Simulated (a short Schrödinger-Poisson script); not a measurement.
# Gated Al0.25Ga0.75As/GaAs δ-doped gas

Structure: gated Al0.25Ga0.75As/GaAs δ-doped gas, at 300 K.

| layer | material | thickness (nm) | Na (cm⁻³) |
|---|---|---|---|
| 1 | Al0.25Ga0.75As | 8 | - |
| 2 | Al0.25Ga0.75As | 5 | - |
| 3 | GaAs | 6000 | 1e15 |

The device is made up for the run: typed textbook-type constants, with dimensions and the other settings drawn at random. Al0.25Ga0.75As: permittivity 12.19, conduction-band edge (eV) 0.198, gap (eV) 1.736, electron mass (mₑ) 0.0878, Nv at 300 K (cm⁻³) 9e18. GaAs: permittivity 12.9, conduction-band edge (eV) 0, gap (eV) 1.424, Nv at 300 K (cm⁻³) 9e18.

Channel valleys (confinement mass, in-plane density-of-states mass, number): Γ 0.067, 0.067, 1. At the gate the conduction-band edge of layer 1 lies 1.05 eV − eVg above the Fermi level of the channel; the field vanishes at the back. Sheet of ionised δ-doping: +5.5e12 e/cm² at 8 nm from the gate. The barrier under the gate holds no holes. Gaps are held at their typed values at every temperature. Mesh 0.08 nm at interfaces.

From a short Schrödinger-Poisson script (our own, NumPy): 1D Poisson equation in equilibrium, electrons quantum, Hartree (BenDaniel-Duke, 40 states a valley, the channel's in-plane mass for all, wave functions free to enter the barrier), parabolic valleys, classical holes, full ionisation, no traps, pinning or gate leakage.

| Vg (V) | electrons (cm⁻²) | in the channel layer | C (μF/cm²) | Γ E0 (meV) | Γ E1 (meV) |
|---|---|---|---|---|---|
| 0.5 | 9.91e11 | 9.27e11 | 0.617 | -12.1 | 35.2 |
| 0.45 | 8.04e11 | 7.64e11 | 0.583 | -3.5 | 40.4 |
| 0.4 | 6.27e11 | 6.03e11 | 0.549 | 6.1 | 46.4 |
| 0.35 | 4.62e11 | 4.49e11 | 0.508 | 17.3 | 53.7 |
| 0.3 | 3.12e11 | 3.05e11 | 0.454 | 30.7 | 63.1 |
| 0.25 | 1.83e11 | 1.80e11 | 0.376 | 47.7 | 76.1 |
| 0.2 | 8.30e10 | 8.20e10 | 0.263 | 71.1 | 95.7 |
| 0.15 | 2.48e10 | 2.46e10 | 0.123 | 104.5 | 126.4 |
| 0.1 | 4.81e9 | 4.77e9 | 0.0365 | 148.0 | 168.7 |
| 0.05 | 7.69e8 | 7.63e8 | 0.0141 | 195.9 | 216.1 |
| 0 | 1.18e8 | 1.17e8 | 0.0104 | 244.8 | 264.6 |
| -0.05 | 1.80e7 | 1.79e7 | 0.0101 | 293.7 | 313.2 |
| -0.1 | 2.76e6 | 2.74e6 | 0.0103 | 342.7 | 361.8 |

Gate voltages with under 1e6 electrons/cm² are left out.

Subbands count from the Fermi level.
